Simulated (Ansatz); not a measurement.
Consider this model of amorphous W₁₆Si₃₂.

```
WSi2
1.0
    8.80388     0.20833     0.44399
    0.20833     8.97901     0.04663
    0.44399     0.04663     9.09756
W Si
16 32
Direct
  0.66501   0.51495   0.07788
  0.61892   0.81750   0.27992
  0.26762   0.59255   0.80442
  0.87406   0.29087   0.89892
  0.96785   0.90542   0.27829
  0.83705   0.99110   0.78022
  0.99286   0.68521   0.63225
  0.18447   0.40755   0.24710
  0.49647   0.47167   0.59283
  0.14800   0.10528   0.82857
  0.25297   0.24946   0.52396
  0.46479   0.06985   0.89637
  0.52054   0.30793   0.31675
  0.56226   0.03916   0.57391
  0.43883   0.76650   0.02512
  0.15102   0.68585   0.10566
  0.22433   0.53243   0.50219
  0.63963   0.24923   0.75787
  0.71975   0.07958   0.30445
  0.20224   0.79958   0.40880
  0.97451   0.59126   0.36687
  0.41897   0.03877   0.33630
  0.84748   0.56599   0.85313
  0.47757   0.75822   0.54788
  0.01312   0.96084   0.54610
  0.93031   0.06123   0.04044
  0.69373   0.53863   0.35068
  0.37991   0.48172   0.03581
  0.56336   0.57989   0.83441
  0.63008   0.22737   0.05766
  0.95011   0.21479   0.61985
  0.72561   0.27627   0.49354
  0.35348   0.30096   0.77823
  0.66718   0.94190   0.03194
  0.06737   0.41876   0.70910
  0.85886   0.70304   0.11427
  0.61264   0.83879   0.78393
  0.74101   0.59570   0.60803
  0.77647   0.85436   0.50744
  0.34918   0.20149   0.13024
  0.11698   0.14046   0.31456
  0.13006   0.37999   0.96718
  0.41400   0.60551   0.27466
  0.02209   0.79670   0.88048
  0.92066   0.38949   0.15453
  0.28149   0.98050   0.58626
  0.28876   0.86333   0.82055
  0.21104   0.97296   0.07657
```

These are PBE, scalar-relativistic without spin-orbit coupling (plane waves to 420 eV, PAW; Ansatz, a program for electronic structure) values and carry that method's errors. Neutral PBE cell, which sets geometry, pressure and energy: sampling: a 2×2×2 Γ-centred mesh; Fermi-Dirac width 0.1 eV; no spin polarisation.

Preparation: random packing, a CHGNet melt and quench, and a DFT relaxation. The hot cell started wider than the set density and was brought back towards it in steps. It is the lowest in DFT energy of 2 quenches. It is a model cell: composition and starting density were chosen by hand, and all elements were melted together. No dispersion term was used. Its density started from a set value of 8.82 and ended at 8.89 g/cm³. The quench (nominally 160 K/ps over its main leg) was far faster than any real one, so the model tends to hold more defects than a real film. One small periodic cell is one sample of the glass; other quenches scatter about these values. Volume and shape were free in the relaxation.

### Question
Give the pressure, the energy against reference phases and the spacing of the highest filled and lowest empty levels.

### Answer

```yaml
Pressure on a 2×2×2 Γ-centred mesh: 0.06 GPa
Largest force and stress component on that mesh (the relaxation ran on one k-point at (1/4, 1/4, 1/4)): 0.39 eV/Å and 0.7 GPa
Energy relative to tetragonal WSi2 (lowest mix at this level among the phases computed, not always the ambient ones): 0.468 eV/atom
Gap on a 2×2×2 Γ-centred mesh (PBE): within the smearing (under twice its width)
```

Neighbours within W-W 3.54 Å, W-Si 3.12 Å, Si-Si 2.70 Å count as bonded.
